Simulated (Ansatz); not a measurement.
## TiPd (Pm-3m): band-structure transport figures

Input:

```
CELL_PARAMETERS angstrom
      3.13300     0.00000     0.00000
      0.00000     3.13300     0.00000
      0.00000     0.00000     3.13300
ATOMIC_POSITIONS crystal
  Ti 0.50000 0.50000 0.50000
  Pd 0.00000 0.00000 0.00000
```

Level of theory: PBEsol with spin-orbit coupling, rigid bands (plane waves, PAW; Ansatz, an electronic-structure program). Condition of this run: spin-orbit coupling switched on. How the cell was made: cell and atoms relaxed with PBEsol.

```json
{
  "density of states at the Fermi level": "3.13 states/(eV·cell), both spins",
  "bare Sommerfeld coefficient": "3.7 mJ/(mol of atoms·K²)",
  "drude_plasma_energy": "6.2 eV",
  "root-mean-square Fermi velocity": "3.8e5 m/s",
  "resistivity times τ": "12.9 ×10⁻²² Ω·m·s"
}
```

A metal at this level (no band gap); rigid bands, thermally averaged at 300 K, both spins. τ is one relaxation time for all states.

Formula and space group known from diffraction (Crystallography Open Database), not checked to be the room-temperature form: TiPd (Pm-3m).
